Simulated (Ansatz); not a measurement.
We consider Sc (model structure, started from the diamond type, Fd-3m, No. 227, 2 atoms in the cell), described by r²SCAN in Ansatz (PAW).

Input file:

Ansatz 0.2 input:
```yaml
crystal:
  lattice:
    - [0.0, 3.1858412694, 3.1858412694]
    - [3.1858412694, 0.0, 3.1858412694]
    - [3.1858412694, 3.1858412694, 0.0]
  atoms:
    - { symbol: Sc, position: [0.25, 0.25, 0.25] }
    - { symbol: Sc, position: [0.0, 0.0, 0.0] }
basis:
  ecutwfc: 560
  ecutrho_ratio: 4
  xc_grid: 3
kpoints:
  mp_grid: { grid: [16, 16, 16] }
hamiltonian:
  xc: r2scan
  dispersion: none
  pseudopotentials: { kind: paw }
scf:
  occupations: { method: fermi_dirac, width: 0.05 }
output:
  forces: true
  stress: true
  eigenvalues: true
relax:
  f_tol: 0.004
  escape_saddle: false
  max_steps: 80
```

Output (set-up and result lines):

```
WARN output.stress: scf.convergence.dr2_threshold = 1e-7 eV (the SCF's general default) is looser than the 2e-10 eV advised for a printed stress (1e-10 eV for …
Relaxation: its limit of steps is 80 (relax.max_steps)
Crystal: 2 atoms, lattice volume = 64.670 Å³
Basis set: ecut = 560 eV, 1917 PW (Γ), exchange–correlation on 108×108×108 points (27 copies of the dense FFT grid, shifted against one another)
Bands: 15, of which v1, the nominal top of the filled ones, is band 11 counted from 1 (10 counted from 0)
Symmetry: 48 space group operations
Space group: Fd-3m (ITA 227), of the structure as read, at distance tolerance 4.0e-5 Å
k-points: 145 of 4096
Functional: x = r2scan, c = r2scan; τ floored in thin density (d = 2e-4 eV/Å³)
SCF iter   1: F=—  HF=-4276.754686 eV  |F-HF|=—  |Δ(HF+E_count)|=         —  Δρ=1.25e-2  dr2=1.38e-1  dr2_τ=9.87e-3
SCF iter   2: F=—  HF=-4276.817855 eV  |F-HF|=—  |Δ(HF+E_count)|=   6.32e-2  Δρ=6.38e-3  dr2=3.63e-2  dr2_τ=1.07e-3
  ...
SCF 1 converged in 8 iterations: F = -4276.830596 eV  dr2 = 7.58e-9
relax step   1: F+E_penalty+E_count = -4276.83059637 eV  Δ(F+E_penalty+E_count) = +0.000e0 eV  max|allowed force component| = 1.850e-17 eV/Å  Δτ_max = 0.0000 Å  (8 SCF iters, accepted)
Crystal: 2 atoms, lattice volume = 64.670 Å³
Initial density: handed on by an earlier stage of this run
SCF iter   1: F=—  HF=-4276.830596 eV  |F-HF|=—  |Δ(HF+E_count)|=         —  Δρ=4.11e-6  dr2=7.58e-9  dr2_τ=3.82e-10
SCF iter   2: F=-4276.830596 eV  HF=-4276.830596 eV  |F-HF|=1.52e-8  |Δ(HF+E_count)|=   1.57e-8  Δρ=2.65e-6  dr2=3.52e-9  dr2_τ=1.82e-10
SCF 2 converged in 2 iterations: F = -4276.830596 eV  dr2 = 3.52e-9
SCF converged after 2 iterations
Free energy (F): -4276.830596 eV
Internal energy: -4276.797450 eV  (E = F + TS)
E sigma→0 (E₀):  -4276.814023 eV
Fermi energy:    6.366156 eV
--- Forces (eV/Å), atoms counted from 1 ---
  atom   1  Sc     0.00000000     0.00000000     0.00000000
  atom   2  Sc     0.00000000     0.00000000    -0.00000000
--- Stress (GPa, compression-positive) ---
       -0.280643      -0.000000       0.000000
        0.000000      -0.280643       0.000000
        0.000000       0.000000      -0.280643
  P = ⅓ Tr σ = -0.2806 GPa (-2.806 kbar)
```

The cell is one volume of an energy–volume scan, off the minimum.

The PAW data were made under PBE.

Note: the relaxation could raise the start's symmetry but not lower it, so the cell can be a saddle point.

Cost on a shared machine: about 40 core-seconds (a rough figure).

A model structure was made by putting elements into a prototype or built by hand; it is no filed structure, need not be a known phase, and can be a saddle point held by its symmetry.

Ansatz is a program for electronic structure.
